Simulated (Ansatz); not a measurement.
System: Sr(OH)₂ (Pnma, No. 62; cell taken from a computed entry). Method: r²SCAN+rVV10 (Ansatz, a program for electronic structure, PAW).

Numerical settings: plane-wave cutoff 500 eV, 4×10×8 k mesh (along the axes of the cell as run), Fermi–Dirac smearing 0.05 eV, scalar-relativistic PAW data made under PBE.

Computed at the level's own relaxed cell.

Q: Give the computed equilibrium volume per atom and band gap.

A: 
- equilibrium volume per atom: 11.39 Å³/atom
- band gap: 4.77 eV (on the SCF k mesh)

Note: the relaxation could not lower the start's symmetry, so the cell can be a saddle point above a distorted one.

Spin–orbit coupling is not included.

Computing time: roughly 40 core-minutes.
